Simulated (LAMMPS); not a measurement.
Simulation of CdTe (zinc blende), a cell 112 Å long along the (110) normal (2304 atoms) with 68 % of it melted and the whole then held at 1220 K and zero normal pressure.

Method: classical MD, pair style sw, file CdTe.sw (LAMMPS).

| t (ps) | crystalline share |
|---|---|
| 0.000 | 0.316 |
| 15.00 | 0.331 |
| 30.00 | 0.354 |
| 45.00 | 0.354 |
| 60.00 | 0.358 |
| 75.00 | 0.360 |
| 90.00 | 0.371 |
| 105.0 | 0.383 |
| 120.0 | 0.399 |
| 135.0 | 0.397 |
| 150.0 | 0.430 |
| 165.0 | 0.428 |
| 180.0 | 0.443 |
| 195.0 | 0.441 |
| 210.0 | 0.472 |
| 225.0 | 0.488 |
| 240.0 | 0.475 |
| 255.0 | 0.479 |
| 270.0 | 0.483 |
| 285.0 | 0.511 |
| 300.0 | 0.508 |
| 315.0 | 0.513 |
| 330.0 | 0.540 |
| 345.0 | 0.568 |
| 360.0 | 0.570 |
| 375.0 | 0.557 |
| 390.0 | 0.564 |
| 405.0 | 0.584 |
| 420.0 | 0.612 |
| 435.0 | 0.614 |
| 450.0 | 0.626 |
| 465.0 | 0.634 |
| 480.0 | 0.613 |
| 495.0 | 0.672 |
| 510.0 | 0.662 |
| 525.0 | 0.695 |
| 540.0 | 0.682 |
| 555.0 | 0.688 |
| 570.0 | 0.661 |
| 585.0 | 0.703 |
| 600.0 | 0.709 |

Problem. Extract the interface speed (growth positive), the direction.

Solution. The speed of each of the two interfaces is the slope of the share times half the cell length. interface speed (growth positive): 3.7 ± 0.1 m/s; direction: the crystal grows.

Caution: the real compound melts congruently only under the pressure of its own vapour and loses its more volatile element when open.
